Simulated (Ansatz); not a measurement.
The starting structures come from a database of crystals and need not be the phases stable at ambient conditions.

Inside the gap of an insulator the Bloch states are evanescent, with a wavenumber k + iκ along the transport direction.

```xyz
8
Lattice="5.7004 0.0000 0.0000 -0.0049 8.0633 0.0000 2.8478 4.0316 2.8514" Properties=species:S:1:pos:R:3 pbc="T T T"
Sc    -0.0024     4.0316     0.0000
Sc     0.0000     0.0000     0.0000
F      2.8466     6.0475     2.7178
F      5.6967     6.0475     0.1336
F      4.3397     3.9372     1.4925
F      4.2036     8.1577     1.3589
F      7.0538     8.1577     1.4925
F      1.4895     3.9372     1.3589
```

Space group of this cell: R-3c. The cell is taken as given; by r2SCAN its mean pressure is -0.7 GPa.

Transport runs along the normal of the first two printed cell vectors, the (110) plane of the conventional cell.

The gap is the functional's own. No spin-orbit coupling. Mid-gap values are interpolated on the energy grid.

### Question
Give the band gap and the smallest decay constant κ at mid-gap that r2SCAN run with Ansatz (a quantum-chemistry and plane-wave program) yields.

### Answer
Gap 6.96 eV on a 10×10×10 mesh; κ = 0.581 1/Å, at the zone centre.
